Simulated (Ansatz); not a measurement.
# SiC: uniaxial strain ε_zz = +3.00 %

The parent structure is SiC (space group P6_3mc, No. 186; a = 3.078 Å, c = 10.076 Å). Axes: x lies along a and z along c of the hexagonal cell.

Modification: the cell is stretched by 3.00 % along z with no lateral relaxation; the atoms relax in the strained cell.

Calculations: PBEsol (Ansatz, a quantum-chemistry and plane-wave program, PAW, scalar-relativistic without spin-orbit coupling). Γ-centred 12×12×4 mesh, Fermi–Dirac width 0.05 eV.

```tsv
quantity	base	changed	shift
volume per atom	10.33 Å³	10.64 Å³	+0.31 Å³
space group	P6_3mc (No. 186)	P6_3mc (No. 186)	–
energy relative to the base (free energy F)	0 meV/atom	+15 meV/atom	+15 meV/atom
pressure (mean of the normal stresses, compression positive)	-0.01 GPa	-6.05 GPa	-6.04 GPa
band gap	2.12 eV	1.92 eV	-0.195 eV
gap character	indirect, Γ → M	indirect, Γ → M	–
smallest direct gap	3.24 eV	3.13 eV	-0.119 eV
width of the top valence band	2.47 eV	2.62 eV	+0.15 eV
valence-band top at Γ (three highest levels, from the VBM)	0.00, 0.00, -0.05 eV	0.00, 0.00, -0.32 eV	–
stress (xx, yy, zz, yz, xz, xy; compression positive)	–	(-1.45, -1.45, -15.25, 0.00, 0.00, 0.00) GPa	–
```

Whether these cells are dynamically stable was not tested.
